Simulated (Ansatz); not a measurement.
The parent structure is ZnO in the wurtzite structure (space group P6_3mc, No. 186).

```
ZnO
1.0
    3.22996     0.00000     0.00000
   -1.61498     2.79723     0.00000
    0.00000     0.00000     5.21438
Zn O
2 2
Cartesian
  0.00000   1.86482   0.00801
  1.61498   0.93241   2.61520
  0.00000   1.86482   1.98388
  1.61498   0.93241   4.59107
```

Cartesian axes are those of the cell as printed.

Computed with PBEsol (Ansatz, a first-principles code; PAW; 420 eV plane waves; spin-orbit coupling left out).

Base values:

The band gap is 0.70 eV and the shortest interatomic distance comes out as 1.969 Å.

The change: tensile biaxial strain of 2.40 % in the plane normal to [001], as in epitaxy on a mismatched substrate; the out-of-plane cell vector and the atoms relax.

Question: How does this affect the band gap and shortest interatomic distance?

Answer: The band gap goes up by 0.021 eV (0.70 eV → 0.73 eV); the shortest interatomic distance goes up by 0.018 Å (1.969 Å → 1.987 Å).

No phonon test of stability was made.
